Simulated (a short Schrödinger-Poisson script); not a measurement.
System: MOS inversion layer, SiO2 on p-type Si(100), at 400 K.

| layer | material | thickness (nm) | Na (cm⁻³) |
|---|---|---|---|
| 1 | SiO2 | 3.2 | - |
| 2 | Si | 230 | 3.6e18 |

Constants are typed, rounded textbook-type inputs, not results; the design itself was drawn at random and stands for no fabricated device. SiO2: permittivity 3.9, conduction-band edge (eV) 3.15, gap (eV) 9, electron mass (mₑ) 0.5. Si: permittivity 11.7, conduction-band edge (eV) 0, gap (eV) 1.124, Nv at 300 K (cm⁻³) 3.1e19.

Channel valleys (confinement mass, in-plane density-of-states mass, number): Δ2 0.916, 0.19, 2; Δ4 0.19, 0.417, 4. At the gate the conduction-band edge of layer 1 lies 3.24 eV − eVg above the Fermi level of the channel; the field vanishes at the back. Gaps are held at their typed values at every temperature. Mesh 0.03 nm at interfaces.

From a short Schrödinger-Poisson script (our own, NumPy): 1D Poisson equation in equilibrium, electrons classical, Boltzmann, parabolic valleys, classical holes, full ionisation, no traps, pinning or gate leakage.

The same stack at other levels of the model or other numerical settings:

| run | sheet density of all electrons at Vg = 3.3 V (cm⁻²) | sheet density of all electrons at Vg = 1.5 V (cm⁻²) | capacitance at Vg = 3.3 V (μF/cm²) | centroid of the channel electrons at Vg = 3.3 V (nm) | rough cost against the base |
|---|---|---|---|---|---|
| base | 1.39e13 | 2.44e12 | 1.05 | 0.24 | about 1 |
| electrons treated as classical, Fermi-Dirac | 1.33e13 | 2.35e12 | 1.02 | 0.38 | 5 |
| electrons treated as quantum, Hartree | 1.16e13 | … | 0.969 | … | 30 |
| mesh six times as coarse | 1.36e13 | 2.35e12 | 1.04 | … | about 1 |

Q: Complete the blanks.

A: 
- mesh six times as coarse, centroid of the channel electrons at Vg = 3.3 V (nm): 0.34
- electrons treated as quantum, Hartree, sheet density of all electrons at Vg = 1.5 V (cm⁻²): 1.26e12
- electrons treated as quantum, Hartree, centroid of the channel electrons at Vg = 3.3 V (nm): 1.07

The classical rows ignore confinement, and Boltzmann statistics overrate the density once the band edge passes the Fermi level.
